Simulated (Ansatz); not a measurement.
LuI₃ (model structure, started from the ReO3 type, Pm-3m, No. 221, 4 atoms in the cell) was calculated with PBEsol+SOC (plane waves, PAW; Ansatz, a first-principles code).

Settings: plane-wave cutoff 520 eV, 6×6×6 k mesh, Fermi–Dirac smearing 0.01 eV, PAW data made under PBE.

Cell (relaxed with PBEsol):

```yaml
crystal:
  lattice:
    - [5.84354, 0.00000, 0.00000]
    - [0.00000, 5.84354, 0.00000]
    - [0.00000, 0.00000, 5.84354]
  atoms:
    - { symbol: Lu, position: [0.00000, 0.00000, 0.00000] }
    - { symbol: I, position: [0.50000, 0.00000, 0.00000] }
    - { symbol: I, position: [0.00000, 0.00000, 0.50000] }
    - { symbol: I, position: [0.00000, 0.50000, 0.00000] }
```

Q: Estimate the band gap and smallest direct gap on the k points sampled that the calculation returns.

A: 
band gap: 1.90 eV (indirect)
smallest direct gap on the k points sampled: 2.24 eV

Note: the relaxation could raise the start's symmetry but not lower it, so the cell can be a saddle point.

Computed values are for the static lattice.

The result took around 12 core-minutes (rough).

A model structure was made by putting elements into a prototype or built by hand; it is no filed structure, need not be a known phase, and can be a saddle point held by its symmetry.
